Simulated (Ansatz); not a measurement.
The starting structures come from a database of crystals and need not be the phases stable at ambient conditions.

```xyz
20
Lattice="5.1913 0.0000 0.0000 -2.5957 11.5638 0.0000 2.5957 0.5826 4.4579" Properties=species:S:1:pos:R:3 pbc="T T T"
Ba     5.1913     6.0698     2.2294
Ba     2.5957    11.5604     0.0004
Hf     2.5957     9.1418     3.3392
Hf     2.5957     3.0686     1.1103
B      5.1913     2.0849     2.7502
B      2.5957     7.5755     0.5213
B      2.5957     4.6623     3.9247
B      0.0000    10.1529     1.6958
O      4.8673     2.2313     4.0852
O      1.3249     2.0066     2.3664
O      4.1905     1.9339     1.8099
O      1.0008     8.0071     4.0388
O      2.9197     7.7219     1.8563
O      1.2708     7.4972     0.1374
O      1.0476     4.2317     0.3515
O      2.8486     4.5224     2.5757
O      6.4864     4.7576     4.3750
O      1.3006    10.2482     2.1460
O      4.1437    10.3049     2.5804
O     -0.2529    10.0130     0.3468
```

Space group of this cell: R3c. The cell is taken as given; by PBEsol its mean pressure is -3.5 GPa.

Transport runs along the normal of the first two printed cell vectors, the (101) plane of the conventional cell.

The gap is the functional's own, uncorrected, and κ follows it; spin-orbit coupling is left out. Mid-gap values are interpolated between the computed energies.

Question: Estimate the band gap and the smallest decay constant κ at mid-gap that PBEsol (Ansatz, a first-principles code) returns for this system.

Answer: Gap 4.64 eV on a 8×8×8 mesh; κ = 0.401 1/Å, at the zone centre.
